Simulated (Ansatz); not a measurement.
# Sn: element substitutions

Consider Sn (space group I4_1/amd, No. 141).

```
CELL_PARAMETERS angstrom
     -2.91645     2.91645     1.57904
      2.91645    -2.91645     1.57904
      2.91645     2.91645    -1.57904
ATOMIC_POSITIONS crystal
  Sn 0.75000 0.25000 0.50000
  Sn 0.00000 0.00000 0.00000
```

Each row replaces one element on all its sites; cell and atoms are relaxed.

Level of theory: DFT with PBEsol, PAW potentials and a 420 eV plane-wave cutoff in Ansatz (an electronic-structure program), spin-orbit coupling left out.

| case | band gap | volume per atom | space group |
|---|---|---|---|
| base | zero | 26.86 Å³ | I4_1/amd (No. 141) |
| Sn → C | 4.03 eV | 5.61 Å³ | Fd-3m (No. 227) |
| Sn → V | zero | 13.40 Å³ | I4_1/amd (No. 141) |
| Sn → Cd | zero | 23.55 Å³ | I4_1/amd (No. 141) |

Whether these cells are dynamically stable was not tested. As relaxed here, V and Cd are hypothetical phases, not in the database extracts checked. Seeded moments were not kept for Sn → V. The final runs are not spin-polarised.
